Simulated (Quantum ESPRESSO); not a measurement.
**Quick settings and what they miss: NbAu2 (P6/mmm, 3 atoms in the cell)**

Self-consistent single point.

```
NbAu2
1.0
    4.61100     0.00000     0.00000
   -2.30550     3.99324     0.00000
    0.00000     0.00000     2.70470
Nb Au
1 2
Direct
  0.00000   0.00000   0.00000
  0.66667   0.33333   0.50000
  0.33333   0.66667   0.50000
```

Method of the run: PBEsol, GBRV 1.5 ultrasoft (PBESOL) pseudopotentials (plane waves; Quantum ESPRESSO).

Base settings: ecutwfc = 40 Ry; ecutrho = 320 Ry; occupations = smearing; smearing = gauss; degauss = 0.0147 Ry; potentials = {Nb: nb_pbesol_v1.uspp.F.UPF, Au: au_pbesol_v1.uspp.F.UPF}; K_POINTS = automatic 11 11 16 0 0 0; conv_thr = 1e-10 Ry.

Tight run (finer mesh or higher cutoff; not a proven limit): ecutwfc: 40 Ry → 56 Ry; ecutrho: 320 Ry → 448 Ry; conv_thr: 1e-10 Ry → 7.3e-11 Ry; K_POINTS: automatic 11 11 16 0 0 0 → automatic 15 15 22 0 0 0. It gave Fermi level (on the code's own zero) 17.97 eV; pressure 2.56 GPa.

Quick runs, as changes from the base:
- A: the base itself
- B: ecutwfc: 40 Ry → 32 Ry; ecutrho: 320 Ry → 256 Ry; smearing: gauss → fd; degauss: 0.0147 Ry → 0.036749 Ry; pseudopotentials: {Nb: nb_pbesol_v1.uspp.F.UPF, Au: au_pbesol_v1.uspp.F.UPF} → {Nb: nb_lda_v1.uspp.F.UPF, Au: au_lda_v1.uspp.F.UPF}; K_POINTS: automatic 11 11 16 0 0 0 → automatic 6 6 6 1 1 1 [LDA (PZ)]
- C: ecutwfc: 40 Ry → 24 Ry; ecutrho: 320 Ry → 192 Ry; smearing: gauss → fd; K_POINTS: automatic 11 11 16 0 0 0 → automatic 6 6 6 1 1 1
- D: ecutwfc: 40 Ry → 20 Ry; ecutrho: 320 Ry → 160 Ry; degauss: 0.0147 Ry → 0.036749 Ry; conv_thr: 1e-10 Ry → 7.3e-05 Ry; K_POINTS: automatic 11 11 16 0 0 0 → automatic 2 2 2 1 1 1
- E: ecutwfc: 40 Ry → 28 Ry; ecutrho: 320 Ry → 224 Ry; conv_thr: 1e-10 Ry → 7.3e-05 Ry; pseudopotentials: {Nb: nb_pbesol_v1.uspp.F.UPF, Au: au_pbesol_v1.uspp.F.UPF} → {Nb: nb_lda_v1.uspp.F.UPF, Au: au_lda_v1.uspp.F.UPF}; K_POINTS: automatic 11 11 16 0 0 0 → automatic 4 4 4 0 0 0 [LDA (PZ)]
- F: ecutwfc: 40 Ry → 24 Ry; ecutrho: 320 Ry → 192 Ry; smearing: gauss → mp; conv_thr: 1e-10 Ry → 7.3e-06 Ry; pseudopotentials: {Nb: nb_pbesol_v1.uspp.F.UPF, Au: au_pbesol_v1.uspp.F.UPF} → {Nb: nb_lda_v1.uspp.F.UPF, Au: au_lda_v1.uspp.F.UPF}; K_POINTS: automatic 11 11 16 0 0 0 → automatic 1 1 1 0 0 0 [LDA (PZ)]

Energies are extrapolated to zero smearing width, which holds to low order in the width alone (under cold and Methfessel-Paxton smearing the free energy itself is taken).

Dashes: energy of B, E, F, another energy zero; pressure of D, E, F, not trusted under this conv_thr with d or f elements.

† marks runs with another functional, U, potentials or spin treatment: their distance from the tight run is not a convergence error alone.

The count of work is k-points × plane waves × bands × iterations; it is no time. 

The starting cell comes from a database of computed structures (which also holds hypothetical and non-ambient phases and stackings), without a prior relaxation at this level. Its lattice was rescaled by a random factor within 2.5 % of one. Spin polarisation is off.

```csv
run,energy less tight (meV/atom),pressure less tight (GPa),count of work / tight
A,5.7,-0.13,0.25
B†,–,-1.07,0.048
C,89.4,-2.01,0.028
D,359.0,–,0.00072
E†,–,–,0.0071
F†,–,–,0.00068
```

Among the runs at the tight run's level, the energy misses run from 5.7 to 359.0 meV/atom.
